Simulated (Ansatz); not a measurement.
## Several settings converged on LaNi2B2C (I4mm, 6 atoms in the cell)

```
LaNi2B2C
1.0
   -1.87976     1.87976     4.88465
    1.87976    -1.87976     4.88465
    1.87976     1.87976    -4.88465
La Ni B C
1 2 2 1
Direct
  0.00512   0.00512   0.00000
  0.75000   0.25000   0.50000
  0.25000   0.75000   0.50000
  0.34813   0.34813   0.00000
  0.65187   0.65187   0.00000
  0.50000   0.50000   0.00000
```

Base method: PBEsol, default PAW files made with PBE (plane waves; Ansatz, an electronic-structure program).

Base settings: basis.ecutwfc = 420 eV; kpoints.mp_grid.grid = 8 8 8; hamiltonian.xc = pbesol; hamiltonian.pseudopotentials = {kind: paw} (the program's default PAW files); scf.occupations.method = fermi_dirac; scf.occupations.width = 0.1 eV.

The count of work is k-points × plane waves × bands × iterations; it is no time. Core times come from one kind of shared machine, to one figure; runs under 30 s give none.

**The cutoff for other potential files**

Level: DFT, PBEsol, plane waves, harder PAW files (source: ansatz) made with PBE.

In this ladder: hamiltonian.pseudopotentials = {kind: paw, source: ansatz}.

The second cell is the first with its lattice scaled by 0.98.

The mesh stays at the base's, so the ladder's end is converged at best in this setting alone.

The first pressure column holds Ansatz's estimate of the finite-basis (Pulay) stress, which hides part of the cutoff error; the other is without it.

Only quantities that move along the ladder and can be compared are tabulated.

| basis.ecutwfc | free energy less the last step's (meV/atom) | energy of the compressed cell less the first (meV/atom) | pressure (GPa) | pressure without the Pulay estimate (GPa) | largest difference of a force vector from the last step's (eV/Å) | count of work / last | core time / last (rough) |
|---|---|---|---|---|---|---|---|
| 415 eV | 3211.71 | 6.98 | -2.99 | -227.11 | 0.045 | 0.11 | – |
| 505 eV | 609.02 | 19.75 | -1.29 | -55.10 | 0.002 | 0.13 | – |
| 645 eV | 35.72 | 19.35 | -1.38 | -6.13 | 0.004 | 0.21 | 0.3 |
| 780 eV | 1.63 | 18.92 | -1.46 | -1.71 | 0.000 | 0.28 | 0.4 |
| 920 eV | 0.37 | 18.91 | -1.47 | -1.48 | 0.000 | 0.36 | 0.4 |
| 1105 eV | 0.21 | 18.90 | -1.47 | -1.48 | 0.000 | 0.47 | 0.4 |
| 1380 eV | 0.07 | 18.89 | -1.47 | -1.47 | 0.000 | 0.65 | 0.7 |
| 1840 eV | 0.00 | 18.89 | -1.47 | -1.47 | 0.000 | 1.0 | 1 |

Coarsest basis.ecutwfc that holds the pressure within 1 GPa of the last step, with all finer ones: 505 eV, at 0.13 of the last step's count of work; the step before is off by 1.5 GPa.

Coarsest basis.ecutwfc that holds the energy of the compressed cell less the first within 2 meV/atom of the last step, with all finer ones: 505 eV, at 0.13 of the last step's count of work; the step before is off by 12 meV/atom.

Coarsest basis.ecutwfc that holds the pressure without the Pulay estimate within 0.5 GPa of the last step, with all finer ones: 780 eV, at 0.28 of the last step's count of work and about 0.4 of the last step's time; the step before is off by 4.7 GPa.

The energy difference between the two cells stays within 1 meV/atom of the last step's from 505 eV on, the total only from 920 eV on: much of the error is common to both cells and cancels.

At the lowest cutoff the pressure without the Pulay estimate lies 226 GPa under the last step's, the usual sign of Pulay stress in an incomplete plane-wave basis.

**The density cutoff**

The second cell is the first with its lattice scaled by 0.98.

The mesh stays at the base's, so the ladder's end is converged at best in this setting alone.

Only quantities that move along the ladder and can be compared are tabulated.

```csv
basis.ecutrho_ratio,free energy less the last step's (meV/atom),energy of the compressed cell less the first (meV/atom),pressure (GPa)
2,-3.42,19.28,-1.16
3,-0.04,18.82,-1.48
4,0.00,18.82,-1.49
5,0.00,18.82,-1.49
6,0.00,18.82,-1.49
8,0.00,18.82,-1.49
10,0.00,18.82,-1.49
12,0.00,18.82,-1.49
16,0.00,18.82,-1.49
```

Coarsest basis.ecutrho_ratio that holds the pressure within 0.2 GPa of the last step, with all finer ones: 3; the step before is off by 0.33 GPa.

Coarsest basis.ecutrho_ratio that holds the energy of the compressed cell less the first within 0.2 meV/atom of the last step, with all finer ones: 3; the step before is off by 0.46 meV/atom.

Coarsest basis.ecutrho_ratio that holds the free energy within 1 meV/atom of the last step, with all finer ones: 3; the step before is off by 3.4 meV/atom.

The energy difference between the two cells stays within 1 meV/atom of the last step's from 2 on, the total only from 3 on: much of the error is common to both cells and cancels.

**The relaxed cell against the cutoff**

On LaNi2B2C (I4/mmm, 6 atoms in the cell): atoms on their sites.

In this ladder: relax = cell and atoms.

The mesh stays at the base's, so the ladder's end is converged at best in this setting alone.

Only quantities that move along the ladder and can be compared are tabulated.

| basis.ecutwfc | relaxed volume (Å³/atom) | relaxation steps | core time / last (rough) |
|---|---|---|---|
| 250 eV | 11.432 | 42 | 2 |
| 295 eV | 11.460 | 15 | 0.7 |
| 355 eV | 11.398 | 7 | 0.5 |
| 420 eV | 11.387 | 5 | 0.3 |
| 505 eV | 11.387 | 5 | 0.4 |
| 630 eV | 11.386 | 5 | 0.6 |
| 840 eV | 11.386 | 5 | 1 |

Coarsest basis.ecutwfc that holds the relaxed volume within 0.011 Å³/atom of the last step, with all finer ones: 420 eV, at about 0.3 of the last step's time; the step before is off by 0.012 Å³/atom.

At the lowest cutoff the cell relaxes to a volume 0.4 % larger than at the highest. Ansatz relaxes on a stress corrected for the finite basis.

On the base run: the starting cell comes from a database of computed structures (which also holds hypothetical and non-ambient phases and stackings), without a prior relaxation at this level. Its lattice was rescaled by up to half a per cent. One atom was moved a little off its site on purpose. Spin polarisation is off.

Left out of this page: 1 run of the series stopped by limits of time or memory.

Keys are those of Ansatz 0.2.
